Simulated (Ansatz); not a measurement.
Take Li in the bcc (W type) structure (space group Im-3m, No. 229; a = 3.435 Å; relaxed with 0.1 eV smearing) as the base.

The values are results of PBE in Ansatz (plane waves to 420 eV, PAW, no spin-orbit coupling), not measurements.

Strains are applied to the cell and any free atomic positions relax.

One change was made to it. Results:

The energy rises by 3.0 meV/atom; the pressure goes from zero to -0.7 GPa.

Task: Which change produced these results?
A. isotropic strain +0.50 %
B. isotropic strain +1.00 %
C. isotropic strain −3.00 %
D. isotropic strain +2.00 %
E. isotropic strain +1.50 %

Result: D, isotropic strain +2.00 %. For comparison, the energy relative to the base in the other runs: isotropic strain +0.50 % gives +0.2 meV/atom; isotropic strain −3.00 % gives +7.7 meV/atom; isotropic strain +1.50 % gives +1.7 meV/atom; isotropic strain +1.00 % gives +0.7 meV/atom.

Whether these cells are dynamically stable was not tested.

Ansatz is an electronic-structure program.
